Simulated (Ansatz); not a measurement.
Si under load (space group P6_3/mmc), Ansatz (a program for electronic structure) with r2SCAN with spin-orbit coupling, rigid bands. Condition of this run: uniaxial stress along c of 3.6 GPa (compression positive) (the target of the relaxation). Band gap 0.48 eV, N_c = 2.65e19 cm⁻³ and N_v = 8.22e18 cm⁻³ at 300 K, conductivity masses along z (a = (3.84, 0.00, 0.00) Å; b = (-1.92, 3.32, 0.00) Å; c = (0.00, 0.00, 6.21) Å) of 1.07 mₑ (electrons) and 0.532 mₑ (holes). Take k_BT = 0.02585 eV.

Q: What built-in voltage has an abrupt junction with N_A = 1e17 and N_D = 1e17 cm⁻³, all dopants ionised?

A: V_bi = E_g/e − (k_BT/e) ln(N_c N_v/(N_A N_D)) = 0.48 − 0.02585 × 9.99 = 0.22 V, for the computed gap.

Q: A film of it is 3 nm thick, with its normal along the direction named. Estimate the confinement energies in an infinite well.

A: ħ²π²/(2m t²) = 0.376 eV·nm²/(m/mₑ × t²) gives 39.0 meV for electrons and 78.5 meV for holes, so the gap would widen to about 0.60 eV. Finite barriers and nonparabolic bands lower this, and with several valleys or bands the heaviest mass along the normal sets the lowest level, not this average.

Q: Find the intrinsic carrier density and the intrinsic Fermi level.

A: n_i = √(N_c N_v) exp(−E_g/2k_BT) = 1.48e19 × exp(−9.28) = 1.4e15 cm⁻³. The level lies (k_BT/2) ln(N_v/N_c) = -15 meV from mid-gap (positive towards the conduction band). Each 0.1 eV added to the gap lowers n_i by a factor of 6.9.

Rigid bands with the computed gap; masses take one relaxation time for all states. Geometry: cell and atoms relaxed with PBEsol.
